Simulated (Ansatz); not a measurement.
Consider ZrO2 in the fluorite structure (space group Fm-3m, No. 225; a = 5.1159 Å).

Method: plane-wave PAW DFT at the PBE level (Ansatz, a quantum-chemistry and plane-wave program, 420 eV), without spin-orbit coupling, earlier PAW set.

Base values:

| Quantity | Value |
|---|---|
| Gap between the host's bands | 3.32 eV |
| Gap character | indirect, X → Γ |

Now apply this change: electron doping at 2.0×10^22 cm⁻³ (0.669 per cell), with a uniform compensating background at fixed cell and a 300 K Fermi–Dirac width.

**Question.** What does the calculation give for the gap between the host's bands, Fermi level from band edge and gap character after the change?

**Answer.** The gap between the host's bands increases by 0.34 eV, from 3.32 eV to 3.66 eV; the Fermi level relative to the doped band's edge (positive inside the band; to 0.05 eV) is +0.50 eV; the gap character remains indirect, X → Γ.

Carriers are added with a uniform compensating background; total energy and stress of such cells depend on the potential's zero and are not compared; many-body gap narrowing is missing at this level. Whether these cells are dynamically stable was not tested. This is not the structure that ZrO2 has at room temperature and ambient pressure.
